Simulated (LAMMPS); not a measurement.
MD of Al (fcc) at zero pressure, 2048 atoms, as a crystal; each row is its own run.

All values are model results, not measurements: classical MD, pair style meam, file library.meam (library.meam-Al); code LAMMPS.

```
T (K)  enthalpy (eV/atom)
-----  ------------------
200               -3.5283
300               -3.5064
420               -3.4812
560               -3.4517
700               -3.4210
980               -3.3542
1120              -3.3148
```

Task: Fit a straight line, y = a + b x, to these rows (x is the first column, y the second) and predict the run at x = 840.

Result: Least squares gives a = -3.5771 and b = 0.0002295. At x = 840 the fit predicts -3.3843 eV/atom. The run itself gave -3.3882 ± 0.0003 eV/atom, so the fit is 3.9 meV/atom high.

Caution: the potential MEAM library.meam-Al is a first-neighbour MEAM set with a 4 Å cutoff, used here without a parameter file and away from the static properties it was fitted to.

Caution (rows 700; 840; 980; 1120): a run this short can hold a crystal over, or a liquid under, the potential's own melting point, which these runs don't give.

Caution (rows 980; 1120): this crystal lies over the measured melting point of 933 K, so it is superheated or the potential melts high.
